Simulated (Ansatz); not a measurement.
The parent structure is TiAl (space group P4/mmm, No. 123; a = 2.813 Å, c = 4.058 Å).

The values are results of r2SCAN (Ansatz, a first-principles code), spin-orbit coupling left out, not measurements.

For the base:

- Lattice parameter a: 281.3 pm

Now apply this change: cell and atoms relaxed at a pressure of 22.5 GPa.

**Question.** What happens to the lattice parameter a?

**Answer.** The lattice parameter a falls by 13.0 pm (281.3 pm → 268.3 pm).

Load acts through the strain it causes; cell and atoms are relaxed under it. No phonon test of stability was made. Competing high-pressure phases were not computed. All final runs are without spin polarisation.
